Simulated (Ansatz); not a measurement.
Base system: SnTe in the rock salt structure (space group Fm-3m, No. 225).

```
SnTe
1.0
    0.00000     3.18483     3.18483
    3.18483     0.00000     3.18483
    3.18483     3.18483     0.00000
Sn Te
1 1
Direct
  0.00000   0.00000   0.00000
  0.50000   0.50000   0.50000
```

Cartesian axes are those of the cell as printed.

Computed with r2SCAN/PAW in Ansatz (a quantum-chemistry and plane-wave program), no spin-orbit coupling.

It is then changed as follows: the cell is scaled by 1.0250 in all directions; the atoms relax in the strained cell.

### Question
Predict the stress tensor and what it implies for the stiffness.

### Answer
Stress of the strained cell less that of the base (GPa, compression positive):
```
  -2.77    0.00    0.00
   0.00   -2.77    0.00
   0.00    0.00   -2.77
```

Then B = −ΔP/(ΔV/V₀) with ΔV/V₀ = 0.0769 gives secant stiffness values (nonlinear terms included at this strain): B ≈ 36 GPa.

As a check, the harmonic strain energy −½ V₀ Δσ:ε is 21 meV/atom; the computed energy rise is 23 meV/atom.

No phonon test of stability was made.
